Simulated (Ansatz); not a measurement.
The starting structures come from a database of crystals and need not be the phases stable at ambient conditions.

 Where the default PAW files enter, the runs use the earlier of Ansatz's two default sets.

Inside the gap of an insulator the Bloch states are evanescent, with a wavenumber k + iκ along the transport direction.

Data:

```
CELL_PARAMETERS angstrom
      5.65726     0.00000     0.00000
     -2.82863     6.17452     0.00000
      0.00000     0.00000     5.60862
ATOMIC_POSITIONS crystal
  Bi 0.90973 0.81947 0.75000
  Bi 0.09027 0.18053 0.25000
  Pb 0.60880 0.21760 0.75000
  Pb 0.39120 0.78240 0.25000
  Cl 0.25442 0.50884 0.75000
  Cl 0.74558 0.49116 0.25000
  O  0.76192 0.00000 0.50000
  O  0.23808 0.00000 0.50000
  O  0.23808 0.00000 0.00000
  O  0.76192 0.00000 0.00000
```

Space group of this cell: Cmcm. The cell was relaxed by PBE-D3(BJ); by r2SCAN its mean pressure is -0.8 GPa.

Transport runs along the normal of the first two printed cell vectors.

The gap is the functional's own. No spin-orbit coupling. Mid-gap values are interpolated on the energy grid.

Task: Predict the band gap and the smallest decay constant κ at mid-gap from r2SCAN (Ansatz, a program for electronic structure).

Result: Gap 2.45 eV on a 6×6×6 mesh; κ = 0.237 1/Å, at the zone centre.
